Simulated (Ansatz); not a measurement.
The reference is FeO in the rock salt structure (space group Fm-3m, No. 225; ferromagnetic; relaxed with 0.1 eV smearing).

```
FeO
1.0
    0.00000     2.13296     2.13296
    2.13296     0.00000     2.13296
    2.13296     2.13296     0.00000
O Fe
1 1
Direct
  0.00000   0.00000   0.00000
  0.50000   0.50000   0.50000
```

Cartesian axes are those of the cell as printed.

Method: r2SCAN/PAW in Ansatz (a quantum-chemistry and plane-wave program), no spin-orbit coupling.

Perturbation: compressive biaxial strain of 3.38 % in the plane normal to [001], as in epitaxy on a mismatched substrate; the out-of-plane cell vector and the atoms relax.

Predict the new energy relative to the base and out-of-plane strain.

The energy grows by 26 meV/atom; the out-of-plane strain comes out as +3.67 %.

Stability against distortions was not tested. No Hubbard U is applied and the magnetic state is the run's own (FeO ferromagnetic); small cells can't hold the antiferromagnetic order that many such compounds have, so gaps and moments can be off. In its common phase, real FeO is an antiferromagnetic insulator at low temperature.
